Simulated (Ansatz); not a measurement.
Consider the following.

```xyz
2
Lattice="0.0000 2.1319 2.0117 2.1319 0.0000 2.0117 2.1319 2.1319 0.0000" Properties=species:S:1:pos:R:3 pbc="T T T"
Mg     0.0000     0.0000     0.0000
O      2.1319     2.1319     2.0117
```

Calculation: r2SCAN, rigid bands (plane waves, PAW, scalar-relativistic; Ansatz, a first-principles code). Condition of this run: uniaxial stress along [001] of 15 GPa (compression positive) (the target of the relaxation). Cell: cell and atoms relaxed with PBEsol, then loaded as said.

Question: Predict the hole conductivity mass (n e² τ/σ) at 300 K, by direction if it differs.

Answer: 1.96 mₑ.

Question: Predict the electron conductivity mass (n e² τ/σ) at 300 K, by direction if it differs.

Answer: 0.36 (x), 0.36 (y), 0.41 (z) mₑ.

Question: And the band gap?

Answer: 5.78 eV at this level; semilocal functionals usually fall short of the measured gap.

Rigid bands, one relaxation time for all states, no polarons. Spin-orbit coupling is left out. Geometry: cell and atoms relaxed with PBEsol.
